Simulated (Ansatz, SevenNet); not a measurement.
How the equilibrium lattice constant a of GeS (model structure, started from the litharge type, P4/nmm, No. 129, 4 atoms in the cell) moves with the method

No measured value is used here.

```json
[
 {"level (code)": "SevenNet-0", "value (Å)": "4.589"},
 {"level (code)": "SevenNet-l3i5", "value (Å)": "4.503"},
 {"level (code)": "LDA (Ansatz)", "value (Å)": "4.525"},
 {"level (code)": "PBEsol (Ansatz)", "value (Å)": "4.564"},
 {"level (code)": "PBE-D3(BJ) (Ansatz)", "value (Å)": "4.625"}
]
```

SevenNet-l3i5: the cell has another shape than the first-principles one, perhaps another minimum in the same group. PBE-D3(BJ): a distance lies near a switch of the dispersion term, which can move the cell. Ansatz's density-functional and Hartree–Fock values are scalar-relativistic unless marked +SOC, with PAW data made under PBE.

Machine-learned potentials (SevenNet-0, SevenNet-l3i5) are trained on DFT data: a solid inside that data is no test of them.

A model structure was made by putting elements into a prototype or built by hand; it is no filed structure, need not be a known phase, and can be a saddle point held by its symmetry.

Ansatz is a quantum-chemistry and plane-wave program.
